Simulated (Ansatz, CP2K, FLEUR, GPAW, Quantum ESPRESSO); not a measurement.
LuHO₂ (Pmn2_1, 8 atoms in the cell) computed with different codes at matched settings

Self-consistent single point.

```
CELL_PARAMETERS angstrom
      3.35851     0.00000     0.00000
      0.00000     4.72909     0.00000
      0.00000     0.00000     5.30650
ATOMIC_POSITIONS crystal
  Lu 0.00000 0.72145 0.98413
  Lu 0.50000 0.27855 0.48413
  H  0.50000 0.18768 0.96171
  H  0.00000 0.81232 0.46171
  O  0.50000 0.01517 0.85082
  O  0.00000 0.98483 0.35082
  O  0.00000 0.51551 0.62612
  O  0.50000 0.48449 0.12612
```

All programs got the same cell, k-point mesh and kind of occupations (in Ansatz's words: kpoints.mp_grid.grid = 7 5 4; scf.occupations.method = fermi_dirac; scf.occupations.width = 0.01 eV); potentials, basis and cutoffs are each program's usual ones.

| code | model | pressure (GPa) | largest force (eV/Å) | gap on the mesh (eV) | k-points | cutoff |
|---|---|---|---|---|---|---|
| Quantum ESPRESSO | LDA (PZ), PSlibrary ultrasoft (LDA) pseudopotentials | -8.22 | 0.846 | 4.845 | 36 | 55 Ry |
| FLEUR | LDA (Perdew-Zunger), all-electron FLAPW (FLEUR), scalar-relativistic valence | – | 0.676 | 4.222 | 36 | Kmax 4.8 1/bohr |
| GPAW | LDA (Perdew-Wang 92), GPAW PAW datasets LDA (gpaw-data 1.0.1) | – | 0.664 | 4.317 | 36 | 950 eV |
| Ansatz | LDA (PW92), PAW files made with PBE | -2.22 | 0.574 | 4.341 | 36 | default |
| CP2K | LDA (Pade form), GPW, DZVP-MOLOPT-SR-GTH basis, GTH-PADE potentials (GTH_POTENTIALS) | -2.26 | – | 4.418 | 71 | grid 500 Ry |

Size of the force on each atom (eV/Å): Sizes of forces hide their directions.

```csv
code,Lu1,Lu2,H3,H4,O5,O6,O7,O8
Quantum ESPRESSO,0.102,0.102,0.731,0.731,0.846,0.846,0.131,0.131
FLEUR,0.143,0.143,0.676,0.676,0.573,0.573,0.107,0.107
GPAW,0.051,0.051,0.664,0.664,0.553,0.553,0.159,0.159
Ansatz,0.030,0.030,0.574,0.574,0.484,0.484,0.130,0.130
```

A dash marks a value that a program does not give, or that is left out as unsure.

Gaps are read on the mesh.

The spread over the programs that give each value: pressure within 6.00 GPa; largest force within 0.272 eV/Å; gap on the mesh within 0.623 eV.

The starting cell comes from a database of computed structures (which also holds hypothetical and non-ambient phases and stackings), without a prior relaxation at this level. On Ansatz's run: Spin-orbit coupling is off.

Question: Why do the programs differ, and what cannot be compared?

Answer: Differences of this kind can come from the potentials, where these differ, and from what each basis and cutoff leave unconverged. The valence holds different numbers of electrons (Quantum ESPRESSO 48, FLEUR 76, GPAW 76, Ansatz (an electronic-structure program) 76, CP2K 76). The zero of total energies and Fermi levels follows the potentials and each program's conventions, so they are not compared here. CP2K uses small atom-centred bases, whose incompleteness enters pressures, forces and empty levels differently from a plane-wave cutoff. FLEUR treats all electrons, but the usual bases taken here (sphere radii, linearisation, local orbitals, empty states) were not tested for convergence, so the values are no reference for the others. Ansatz's pressure is given at a fixed set of plane waves, as the other plane-wave codes print theirs; with its correction for the finite basis it is -1.58 GPa (the shift of 0.64 GPa shows how far the cutoff is from converged). The pressure of GPAW is left out: its cutoff lies under the one at which its stress was checked. The same LDA comes in different parametrisations, which differ slightly. The programs reduce the same mesh by symmetry to different extents, which changes the work and not the result. In the gap, Quantum ESPRESSO (by 0.504) lies more than 0.12 eV from the median of the plane-wave programs.

Left out of this page: ABINIT (failed or unconverged).

Keys are those of Ansatz 0.2.
